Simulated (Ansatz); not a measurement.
The starting structures come from a database of crystals and need not be the phases stable at ambient conditions.

Consider the following.

```
BaS3
1.0
    4.21601     0.00000     0.00000
    0.00000     9.83156     0.00000
    0.00000     4.91578     4.91578
Ba S
2 6
Direct
  0.00000   0.50000   0.00000
  0.00000   0.00000   0.00000
  0.52481   0.32212   0.50000
  0.47519   0.17788   0.14424
  0.52481   0.67788   0.50000
  0.47519   0.82212   0.85576
  0.78849   0.50000   0.50000
  0.21151   0.00000   0.50000
```

Space group of this cell: P-42_1m. The cell is taken as given.

Transport runs along the normal of the first two printed cell vectors, the (110) plane of the conventional cell.

The gap is the functional's own, uncorrected, and κ follows it; spin-orbit coupling is left out. Mid-gap values are interpolated between the computed energies.

Question: Predict the band gap and the smallest decay constant κ at mid-gap from r2SCAN (Ansatz, a first-principles code).

Answer: Gap 1.76 eV on a 8×6×6 mesh; κ = 0.222 1/Å, at the zone centre.
